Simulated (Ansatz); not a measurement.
The reference is KF in the rock salt structure (space group Fm-3m, No. 225; a = 5.421 Å).

Calculations: PBE (Ansatz, a program for electronic structure; PAW; 420 eV plane waves; no spin-orbit coupling).

Base values:

```
Item          Result
--------  ----------
Density   2.42 g/cm³
Band gap     5.96 eV
```

It is then changed as follows: a hydrostatic pressure of 0.7 GPa.

### Question
What does the calculation give for the density and band gap after the change?

### Answer
The density increases by 0.06 g/cm³ to 2.48 g/cm³; the band gap goes up by 0.12 eV (5.96 eV → 6.08 eV).

Load acts through the strain it causes; cell and atoms are relaxed under it. Whether these cells are dynamically stable was not tested.
